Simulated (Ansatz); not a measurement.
Input:

```
CELL_PARAMETERS angstrom
      0.00000     2.83273     2.83273
      2.83273     0.00000     2.83273
      2.83273     2.83273     0.00000
ATOMIC_POSITIONS crystal
  Se 0.75000 0.75000 0.75000
  Zn 0.00000 0.00000 0.00000
```

A single point on ZnSe, its geometry relaxed with r2SCAN.

Computed with DFT with HSE06, PAW potentials and a 420 eV plane-wave cutoff in Ansatz (a program for electronic structure), noncollinear with spin-orbit coupling. Settings: 6×6×6 k-points, 0.01 eV Fermi–Dirac smearing.

**Question.** What band gap does the calculation give?

**Answer.** 2.28 eV.

**Question.** What is the computed valence-band top at Γ (three highest Kramers pairs, from the VBM)?

**Answer.** 0.00, 0.00, -0.43 eV.

Single points use the geometry relaxed with r2SCAN. Stability against distortions was not tested. The cell is ZnSe in the zinc blende structure (space group F-43m, No. 216).
